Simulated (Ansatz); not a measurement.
Start from SiC in the wurtzite structure (space group P6_3mc, No. 186; a = 3.0564 Å, c = 5.0158 Å).

Structures relaxed with DFT with LDA, PAW potentials and a 420 eV plane-wave cutoff in Ansatz (a program for electronic structure), no SOC.

Base:

Simulated powder pattern, Cu Kα, λ = 1.54184 Å (kinematic, ideal powder, no thermal factors, no anomalous dispersion; the 8 strongest lines at most, above 2 %, up to 2θ = 90°):

```csv
2θ (°),I/Imax (%),hkl
33.87,74,(100)
35.80,51,(002)
38.45,100,(101)
50.11,27,(102)
60.59,45,(110)
66.10,46,(103)
72.42,35,(112)
74.09,16,(201)
```

It is then changed as follows: an isotropic linear strain of +1.20 %; the atoms relax in the strained cell.

Task: How do the reflections move or split?

Result: 
Simulated powder pattern, Cu Kα, λ = 1.54184 Å (kinematic, ideal powder, no thermal factors, no anomalous dispersion; the 8 strongest lines at most, above 2 %, up to 2θ = 90°):

| 2θ (°) | I/Imax (%) | hkl |
|---|---|---|
| 33.45 | 74 | (100) |
| 35.37 | 51 | (002) |
| 37.98 | 100 | (101) |
| 49.47 | 27 | (102) |
| 59.80 | 46 | (110) |
| 65.22 | 47 | (103) |
| 71.43 | 35 | (112) |
| 73.07 | 16 | (201) |

The indices refer to the base's conventional cell; one index is shown for lines that coincide.

No phonon test of stability was made.
